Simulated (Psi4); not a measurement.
Psi4 1.11, unrestricted PBE/def2-svpd: Mo(O)3 anion ([O]=[Mo](=[O])=[O]), charge -1, multiplicity 2, 4 atoms. The geometry is a generated start, not checked to be a minimum at this level.

```json
{
 "task": "energy",
 "method": "pbe",
 "basis": "def2-svpd",
 "memory": "3 GB",
 "maxiter": "100",
 "keys_of_the_molecule_block": "symmetry c1",
 "scf_type": "df (default)",
 "guess": "auto, which took SAD (default)",
 "scf_initial_accelerator": "adiis (default)",
 "e_convergence": "1e-06 (default)",
 "d_convergence": "1e-06 (default)",
 "dft_radial_points": "75 (default)",
 "dft_spherical_points": "302 (default)",
 "effective_core_potentials": "those of the basis set, past Kr",
 "basis_functions": "103",
 "grid_points": "87571"
}
```

```xyz
4

Mo     0.2027    -0.1683    -0.2516
O     -1.1489    -1.1017    -0.0297
O     -0.1712     1.3325    -0.8451
O      1.1173    -0.0624     1.1264
```

Charge -1 and multiplicity 2 are set for this test and not shown to be the ground state.

One run each on 2 threads. Values of diis_max_vecs tried: 3, 6, 10 (default), 20.

Task: Which value of diis_max_vecs needs the fewest SCF iterations, and what happens away from it?

Result: Fewest SCF iterations, within one of each other: 10 (default) with 12, 20 with 12. The count rises to 15 at 6. The run ends without SCF convergence in 100 iterations at 3.

| diis_max_vecs | SCF iterations | end |
|---|---|---|
| 3 | 100 | no convergence |
| 6 | 15 | same solution |
| 10 (default) | 12 | same solution |
| 20 | 12 | same solution |
